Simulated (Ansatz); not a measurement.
Consider C in the diamond structure (space group Fd-3m, No. 227; a = 3.560 Å). Axes: x, y, z lie along the cube axes.

Method: r2SCAN in Ansatz (plane waves to 500 eV, PAW, spin-orbit coupling left out).

Strains are applied to the cell and any free atomic positions relax.

One change was made to it. Results:

The shortest interatomic distance drops by 0.0164 Å to 1.525 Å; the band gap drops by 0.17 eV (4.36 eV → 4.19 eV); the energy goes up by 12 meV/atom.

Problem. Which of these changes matches the shifts?
(A) tensor shear ε_xy = +1.14 %
(B) tensor shear ε_xy = +1.71 %
(C) tensor shear ε_xy = +2.00 %
(D) tensor shear ε_xy = +0.86 %
(E) tensor shear ε_xy = +0.57 %

Solution. B, tensor shear ε_xy = +1.71 %. For comparison, the band gap in the other runs: tensor shear ε_xy = +2.00 % gives 4.13 eV; tensor shear ε_xy = +0.57 % gives 4.34 eV; tensor shear ε_xy = +1.14 % gives 4.28 eV; tensor shear ε_xy = +0.86 % gives 4.31 eV.

No phonon test of stability was made.

Ansatz is a first-principles code.
